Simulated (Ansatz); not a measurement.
Amorphous Si₂₄O₅₀Ti, 75 atoms at 2.24 g/cm³, one PBE-relaxed geometry, zone centre. Methods: PBE, scalar-relativistic without spin-orbit coupling (Ansatz, an electronic-structure program); r2SCAN, scalar-relativistic without spin-orbit coupling (Ansatz); HSE06, scalar-relativistic without spin-orbit coupling (Ansatz). Plane waves to 420 eV (r2SCAN 500 eV); exact exchange is cut at the cell's faces. At PBE the levels at both edges of the gap are localised (band-tail or defect states), and the nearest spread-out levels lie 5.5 eV apart at the zone centre. All rungs ran without spin polarisation.

Preparation: random packing, a CHGNet melt and quench, and a DFT relaxation. O atoms were pushed apart under 1.9 Å during the dynamics, to hinder bonds among them. The hot cell started wider than the set density and was brought back towards it in steps. It is the lowest in DFT energy of 2 quenches. It is a model cell: composition and starting density were chosen by hand, and all elements were melted together. No dispersion term was used. Its density started from a set value of 2.24 and ended at 2.24 g/cm³. The quench (nominally 320 K/ps over its main leg) was far faster than any real one, so the model tends to hold more defects than a real film. Values belong to this one cell and scatter from quench to quench. The volume was held where the preparation left it, at a PBE pressure of -0.5 GPa (tension). Stress components on the final sampling reach 3.2 GPa.

The relaxation ran on the zone centre alone. At PBE the gap between localised states is 4.32 eV on a 2×2×2 Γ-centred mesh, and the spacing at the zone centre alone 4.33 eV.

**Question.** What zone-centre spacing does r2SCAN give, roughly?

**Answer.** 4.79 eV (+0.46 eV against PBE).

**Question.** What zone-centre spacing does HSE06 give, roughly?

**Answer.** 6.23 eV (+1.90 eV against PBE).

The highest filled and the lowest empty state spread over these numbers of atoms (participation numbers): PBE: 9.6 and 1.7; r2SCAN: 9.8 and 1.7; HSE06: 10.4 and 1.7.
